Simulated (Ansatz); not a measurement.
# Ti2InC (space group P6_3/mmc, No. 194; a cell from a computed database, its experimental status unchecked)

Ti$_{2}$InC has the hexagonal space group P6₃/mmc (No. 194), Pearson symbol hP8. Conventional cell: a = 3.1075 Å, b = 3.1075 Å, c = 14.0325 Å, α = 90.00°, β = 90.00°, γ = 120.00°. Ti on 4f sees 3 C at 2.106 Å and 3 Ti at 2.844 Å and 6 Ti at 3.108 Å and 3 In at 3.000 Å. In on 2d has 6 Ti at 3.000 Å and 6 In at 3.108 Å (anticuboctahedral). C on 2a sees 6 Ti at 2.106 Å (octahedral). (Neighbours: up to the widest gap in distance over summed covalent radii, below 1.35, at either atom; cation-cation and far metal-metal contacts left out.)

Method: PBEsol (Ansatz, an electronic-structure program; PAW; 420 eV plane waves; no spin-orbit coupling). k-mesh 17×17×4 (Γ-centred); smearing 0.05 eV (Fermi–Dirac).

* **Volume per atom**: 14.67 Å³
* **Density**: 6.30 g/cm³
* **Band gap**: zero
* **Total energy**: -2680.733 eV/atom (σ→0; compares only within this code and set-up)

Stability against distortions was not tested. The final runs are not spin-polarised.
